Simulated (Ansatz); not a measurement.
**BiSe (P-3m1, No. 164; start mp-27902): band gap by level of theory**

No measured value is used here.

```csv
level (code),value (eV)
LDA (Ansatz),0.00
PBEsol (Ansatz),0.00
PBEsol+SOC (Ansatz),0.04 (indirect)
```

Computed values are for a static lattice. Levels without +SOC have no spin–orbit coupling; where heavier elements are present it shifts gaps, mostly down, and can invert bands. A gap of zero means that the bands touch or overlap; how far they overlap is not shown.  PBEsol+SOC: the gap is read on the k mesh or supercell of the run alone and can be too large. Values are at the PBE-D3(BJ) cell. Ansatz's density-functional and Hartree–Fock values are scalar-relativistic unless marked +SOC, with PAW data made under PBE.

A start named mp-… is a Materials Project structure, which can be a computed phase never made.

Ansatz is an electronic-structure program.
